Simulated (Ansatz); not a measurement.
## SnTe, response to strain

The parent structure is SnTe in the rock salt structure (space group Fm-3m, No. 225; a = 6.289 Å).

Strains are applied to the cell and any free atomic positions relax.

Computed with PBEsol, PAW, 420 eV (Ansatz, a quantum-chemistry and plane-wave program; no spin-orbit coupling).

Notes on the quantities. energy relative to the base: free energy F.

| isotropic strain (%) | energy relative to the base (meV/atom) |
|---|---|
| 0 | 0.0 |
| 1.5 | ? |
| 2 | 15.4 |
| 2.5 | 23.7 |
| 3 | 33.5 |

Question: Fit ΔE = Aε² + Bε³ (ε in %) to the rows shown and predict the withheld row.

Answer: Least squares on the printed values gives A = 4.12 and B = -0.13 meV/atom (largest residual 0.0 meV/atom); this predicts 8.8 meV/atom, and the run gives 8.9 meV/atom, in agreement.

Whether these cells are dynamically stable was not tested. The final runs are not spin-polarised.
